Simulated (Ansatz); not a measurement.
A computed series for CdTe: response to strain

Consider CdTe in the zinc blende structure (space group F-43m, No. 216).

```xyz
2
Lattice="0.0000 3.2789 3.2789 3.2789 0.0000 3.2789 3.2789 3.2789 0.0000" Properties=species:S:1:pos:R:3 pbc="T T T"
Cd     0.0000     0.0000     0.0000
Te     1.6394     1.6394     1.6394
```

Cartesian axes are those of the cell as printed.

Strains are applied to the cell and any free atomic positions relax; under biaxial strain the out-of-plane vector relaxes too.

Method: DFT with r2SCAN, PAW potentials and a 500 eV plane-wave cutoff in Ansatz (a program for electronic structure), no spin-orbit coupling.

Notes on the quantities. energy relative to the base: free energy F; pressure: mean of the normal stresses, compression positive.

| change | band gap | energy relative to the base | volume per atom | pressure |
|---|---|---|---|---|
| base | 1.17 eV | 0 meV/atom | 35.25 Å³ | 0.00 GPa |
| biaxial strain +0.42 %, plane normal [111], relaxed out of plane | 1.12 eV | +0.3 meV/atom | 35.43 Å³ | -0.20 GPa |
| biaxial strain +0.83 %, plane normal [111], relaxed out of plane | 1.08 eV | +1.1 meV/atom | 35.60 Å³ | -0.39 GPa |
| biaxial strain +1.25 %, plane normal [111], relaxed out of plane | 1.05 eV | +2.4 meV/atom | 35.78 Å³ | -0.58 GPa |
| biaxial strain +1.67 %, plane normal [111], relaxed out of plane | (withheld) | (withheld) | (withheld) | (withheld) |
| biaxial strain +2.08 %, plane normal [111], relaxed out of plane | 0.98 eV | +6.7 meV/atom | 36.13 Å³ | -0.95 GPa |

### Question
Some entries are withheld; estimate them.

### Answer

- biaxial strain +1.67 %, plane normal [111], relaxed out of plane, band gap: 1.01 eV
- biaxial strain +1.67 %, plane normal [111], relaxed out of plane, energy relative to the base: +4.3 meV/atom
- biaxial strain +1.67 %, plane normal [111], relaxed out of plane, volume per atom: 35.95 Å³
- biaxial strain +1.67 %, plane normal [111], relaxed out of plane, pressure: -0.77 GPa

With Te present, leaving out spin-orbit coupling can change the band edges. No phonon test of stability was made.
